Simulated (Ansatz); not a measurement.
Take PbI2 in the 2H-MoS2 type structure (space group P6_3/mmc, No. 194; a hypothetical phase, not in the database extracts checked) as the base.

```xyz
6
Lattice="4.2732 0.0000 0.0000 -2.1366 3.7007 0.0000 0.0000 0.0000 14.3620" Properties=species:S:1:pos:R:3 pbc="T T T"
Pb     0.0000     2.4671     3.5905
Pb     2.1366     1.2336    10.7715
I      0.0000     2.4671     8.7308
I      2.1366     1.2336     1.5498
I      2.1366     1.2336     5.6312
I      0.0000     2.4671    12.8122
```

Levels (all Ansatz, a program for electronic structure, PAW, earlier PAW set): PBEsol-D3(BJ) (420 eV, spin-orbit coupling left out); HSE06 (420 eV, no spin-orbit coupling); PBEsol+SOC (420 eV, noncollinear with spin-orbit coupling).

At the geometry relaxed with PBEsol-D3(BJ), these levels gave the following band gaps, in shuffled order: (a) 1.06 eV, (b) 1.39 eV, (c) 1.99 eV.

Question: Match each gap to its level.

Answer: (a) PBEsol+SOC; (b) PBEsol-D3(BJ); (c) HSE06.

Single points use the geometry relaxed with PBEsol-D3(BJ). The hybrid gap comes from the SCF mesh plus the semilocal run's edge points and a few special points and is an upper bound. Differences between runs with and without spin-orbit coupling are approximate. With I and Pb present, leaving out spin-orbit coupling can change the band edges. No phonon test of stability was made.
